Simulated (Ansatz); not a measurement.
The parent structure is Ti in the hcp (Mg type) structure (space group P6_3/mmc, No. 194; a = 2.936 Å, c = 4.640 Å; relaxed with 0.1 eV smearing). Axes: x lies along a and z along c of the hexagonal cell.

The values are results of Kohn–Sham DFT with the r2SCAN functional, run in Ansatz (a program for electronic structure) with PAW and 500 eV plane waves, spin-orbit coupling left out, not measurements.

Before the change:

```
Item                            Result
-----------------------------  -------
Shortest interatomic distance  2.874 Å
Pressure                       0.0 GPa
```

Now apply this change: the cell is compressed by 3.00 % along x with no lateral relaxation, atoms relaxed at fixed cell.

**Question.** How does this affect the energy relative to the base, largest internal atomic displacement, shortest interatomic distance and pressure?

**Answer.** The energy goes up by 9.1 meV/atom; the largest internal atomic displacement is 0.033 Å; the shortest interatomic distance decreases by 0.039 Å (2.874 Å → 2.835 Å); the pressure (mean of the normal stresses, compression positive) goes from zero to 3.7 GPa.

The cells carry an imposed strain or load. Whether these cells are dynamically stable was not tested. The final runs are not spin-polarised.
